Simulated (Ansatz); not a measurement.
Effective masses and thermopower of AlP (R3m)

```yaml
crystal:
  lattice:
    - [0.03047, 2.75754, 2.75754]
    - [2.75754, 0.03047, 2.75754]
    - [2.75754, 2.75754, 0.03047]
  atoms:
    - { symbol: Al, position: [0.99919, 0.99919, 0.99919] }
    - { symbol: P, position: [0.75081, 0.75081, 0.75081] }
```

Calculation: PBEsol with spin-orbit coupling, rigid bands (plane waves, PAW; Ansatz, a quantum-chemistry and plane-wave program). Condition of this run: uniaxial stress along [111] of -2 GPa (compression positive) (the target of the relaxation). How the cell was made: cell and atoms relaxed with PBEsol, then loaded as said.

```
Item                                                                                                                                                           Value
---------------------------------------------------------------------------------------------------------------------------------------  ---------------------------
band gap                                                                                                                                                     1.39 eV
electron conductivity mass (300 K, dilute)                                                                                                                   0.34 mₑ
hole conductivity mass (300 K, dilute)                                                                                                                       0.62 mₑ
effective density of states N_c (300 K)                                                                                                                  1.8e19 cm⁻³
effective density of states N_v (300 K)                                                                                                                  3.1e19 cm⁻³
density-of-states mass, electrons                                                                                                                            0.79 mₑ
density-of-states mass, holes                                                                                                                                1.14 mₑ
Seebeck coefficient, n-type 1e19 cm⁻³, 300 K                                                                                                               -264 μV/K
best n-type power factor at 300 K for τ = 10 fs (best axis; densities from 1e16 to 1e21 cm⁻³ tried, whether or not they can be reached)  8.0 μW/(cm·K²) at 1e20 cm⁻³
Seebeck coefficient, p-type 1e19 cm⁻³, 300 K                                                                                                                360 μV/K
```

Rigid bands; masses and Seebeck coefficients take one relaxation time τ for all states and one kind of carrier; polarons and phonon drag are left out.
